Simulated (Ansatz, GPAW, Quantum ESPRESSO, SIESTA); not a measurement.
# In3Ge (P6_3/mmc, 8 atoms in the cell) computed with different codes at matched settings

Self-consistent single point.

```
CELL_PARAMETERS angstrom
      6.56542     0.00000     0.00000
     -3.28271     5.68582     0.00000
      0.00000     0.00000     5.21578
ATOMIC_POSITIONS crystal
  In 0.34274 0.17137 0.75000
  In 0.65726 0.82863 0.25000
  In 0.17137 0.34274 0.25000
  In 0.82863 0.65726 0.75000
  In 0.82863 0.17137 0.75000
  In 0.17137 0.82863 0.25000
  Ge 0.66667 0.33333 0.25000
  Ge 0.33333 0.66667 0.75000
```

Shared settings, as Ansatz (an electronic-structure program) writes them: kpoints.mp_grid.grid = 5 5 5; scf.occupations.method = gaussian; scf.occupations.width = 0.2 eV. Potentials and cutoffs stand in the table.

```json
[
 {"code": "Quantum ESPRESSO", "model": "PBEsol, GBRV 1.5 ultrasoft (PBESOL) pseudopotentials", "pressure (GPa)": "-1.34", "largest force (eV/Å)": "0.076", "cutoff": "50 Ry"},
 {"code": "SIESTA", "model": "GGA PBEsol, numerical atomic orbitals TZP, PseudoDojo PBEsol standard norm-conserving potentials (rewritten from UPF to PSML)", "pressure (GPa)": "-1.26", "largest force (eV/Å)": "0.080", "cutoff": "grid 350 Ry"},
 {"code": "Ansatz", "model": "PBEsol, PAW files made with PBE", "pressure (GPa)": "-1.23", "largest force (eV/Å)": "0.079", "cutoff": "420 eV"},
 {"code": "GPAW", "model": "PBEsol, GPAW PAW datasets PBEsol (made by gpaw-setup)", "pressure (GPa)": "-1.72", "largest force (eV/Å)": "0.077", "cutoff": "550 eV"}
]
```

The spread over the programs that give each value: pressure within 0.49 GPa; largest force within 0.004 eV/Å.

SIESTA uses small atom-centred bases, whose incompleteness enters pressures, forces and empty levels differently from a plane-wave cutoff. Ansatz's pressure is given at a fixed set of plane waves, as the other plane-wave codes print theirs.

On the base mesh (3 3 4) the same programs gave: Ansatz pressure -1.03 GPa; Quantum ESPRESSO pressure -1.14 GPa; GPAW pressure -1.51 GPa; SIESTA pressure -1.07 GPa.

The starting cell comes from a database of computed structures (which also holds hypothetical and non-ambient phases and stackings), without a prior relaxation at this level. Its lattice was rescaled by a random factor within 2.5 % of one.

Left out of this page: Elk (not drawn, or without a comparable value).

Keys are those of Ansatz 0.2.
